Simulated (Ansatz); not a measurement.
Base system: TiB₂ (space group P6/mmm, No. 191; a = 3.032 Å, c = 3.224 Å; relaxed with 0.1 eV smearing). Axes: x lies along a and z along c of the hexagonal cell.

The values are results of Kohn–Sham DFT with the PBE functional, run in Ansatz (a first-principles code) with PAW and 420 eV plane waves, no SOC, not measurements.

Before the change:

- Band gap: zero
- Pressure: 0.0 GPa

Perturbation: uniaxial strain ε_zz = +2.50 %, all other strain components held at zero, atoms relaxed at fixed cell.

**Question.** Predict the new energy relative to the base, band gap and pressure.

**Answer.** The energy goes up by 7.2 meV/atom; the band gap stays zero; the pressure (mean of the normal stresses, compression positive) goes from zero to -5.1 GPa.

Whether these cells are dynamically stable was not tested. All final runs are without spin polarisation.
